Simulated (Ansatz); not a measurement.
TiAl3 (I4/mmm, No. 139)

These are RPBE (Ansatz, a program for electronic structure, PAW) values and carry that method's errors.

Run with plane-wave cutoff 520 eV, 20×20×20 k mesh, Fermi–Dirac smearing 0.05 eV, no spin polarisation, scalar-relativistic PAW data made under PBE.

Cell (relaxed at this level):

```cif
data_Al6Ti2
_chemical_formula_sum 'Ti2 Al6'
_space_group_name_H-M_alt 'I4/mmm'
_space_group_IT_number 139
_space_group_name_Hall '-I 4 2'
_cell_length_a 3.87444
_cell_length_b 3.87444
_cell_length_c 8.67671
_cell_angle_alpha 90.000
_cell_angle_beta 90.000
_cell_angle_gamma 90.000
loop_
_atom_site_label
_atom_site_type_symbol
_atom_site_symmetry_multiplicity
_atom_site_Wyckoff_symbol
_atom_site_fract_x
_atom_site_fract_y
_atom_site_fract_z
_atom_site_occupancy
Ti1 Ti 2 a 0.00000 0.00000 0.00000 1
Al1 Al 2 b 0.00000 0.00000 0.50000 1
Al2 Al 4 d 0.00000 0.50000 0.25000 1
```
(The calculation used a cell of 4 atoms; values per cell refer to that cell.)

```json
{
 "bulk_modulus": "101 GPa",
 "band_gap": "none",
 "pressure derivative B′ of the bulk modulus": "4.1"
}
```

Note: the bulk modulus comes from volumes at which shape and atoms were relaxed.
